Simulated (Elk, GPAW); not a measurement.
An Elk input for a self-consistent single point of Mo (Im-3m, 1 atom in the cell) (DFT, PBE, all-electron FP-LAPW, Elk's shipped species files, APW+lo basis with extra local orbitals):

```
tasks
  0

xctype
  20

rgkmax
  7.5

gmaxvr
  16.0

nxlo
  2

lorbcnd
  .true.

rmtscf
  0.92

lmaxi
  2

stype
  0

swidth
  0.00183747

avec
   -2.8850051902    2.8850051902    2.8850051902
    2.8850051902   -2.8850051902    2.8850051902
    2.8850051902    2.8850051902   -2.8850051902

atoms
  1   : nspecies
  'Mo.in'   : spfname
  1   : natoms; atposl, bfcmt below
  0.0000000000  0.0000000000  0.0000000000    0.0 0.0 0.0

ngridk
  10 10 10
```

Give the GPAW input for the same structure, mesh, smearing and functional.

One input that does it (others would too):

```python
from ase import Atoms
from ase.units import GPa
from gpaw import GPAW

atoms = Atoms(['Mo'],
              cell=[[-1.526679, 1.526679, 1.526679],
                    [1.526679, -1.526679, 1.526679],
                    [1.526679, 1.526679, -1.526679]],
              scaled_positions=[[0.000000, 0.000000, 0.000000]],
              pbc=True)

calc = GPAW(mode={'name': 'pw', 'ecut': 550},
            xc='PBE',
            kpts={'size': (10, 10, 10), 'gamma': True},
            occupations={'name': 'methfessel-paxton', 'width': 0.05, 'order': 0},
            nbands=-7,
            convergence={'density': 1e-05},
            symmetry={'symmorphic': False, 'tolerance': 0.0005},
            maxiter=100)

atoms.calc = calc

energy = atoms.get_potential_energy()
print('Energy (eV):', round(energy, 6))
forces = atoms.get_forces()
print('Forces (eV/Ang):')
print(forces.round(5))
stress = atoms.get_stress()
print('Stress (GPa, Voigt):', (stress / GPa).round(4))
```

Basis settings and potentials, where a program has them, do not carry over. This input uses DFT PBE, plane waves, GPAW PAW datasets PBE (gpaw-data 1.0.1).

The starting cell comes from a database of computed structures (which also holds hypothetical and non-ambient phases and stackings), without a prior relaxation at this level. Its lattice was rescaled by a random factor within 2.5 % of one. For this run, on top of that: lattice scaled by 0.98.
